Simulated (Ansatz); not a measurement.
Effect of Cu → Pt on CuI

Start from CuI in the wurtzite structure (space group P6_3mc, No. 186; a = 4.1870 Å, c = 6.8978 Å).

It is then changed as follows: full substitution Cu → Pt; the structure is relaxed again.

Level of theory: PBEsol (Ansatz, a quantum-chemistry and plane-wave program), without spin-orbit coupling. Γ-centred 13×13×7 mesh, Fermi–Dirac width 0.05 eV, for the changed cell.

The volume per atom goes up by 1.29 Å³, from 26.18 Å³ to 27.47 Å³ and the density grows by 3.69 g/cm³, from 6.04 g/cm³ to 9.73 g/cm³. The lattice parameter a shrinks by 0.003 Å, from 4.187 Å to 4.184 Å and the c/a ratio grows by 0.0851, from 1.647 to 1.733. The shortest interatomic distance goes up by 0.019 Å (2.569 Å → 2.588 Å) and the band gap becomes zero (base: 1.22 eV).

Final structure:

```
PtI
1.0
    4.18378     0.00000     0.00000
   -2.09189     3.62326     0.00000
    0.00000     0.00000     7.24840
Pt I
2 2
Direct
  0.66667   0.33333   0.86603
  0.33333   0.66667   0.36603
  0.66667   0.33333   0.50897
  0.33333   0.66667   0.00897
```

Spin-orbit coupling, missing from the scalar runs, can matter with I. Stability against distortions was not tested. As relaxed here, PtI is a hypothetical phase, not in the database extracts checked. All final runs are without spin polarisation. PtI has a high density of states at the Fermi level and may be magnetic at this level. This is not the structure that CuI has at room temperature and ambient pressure.
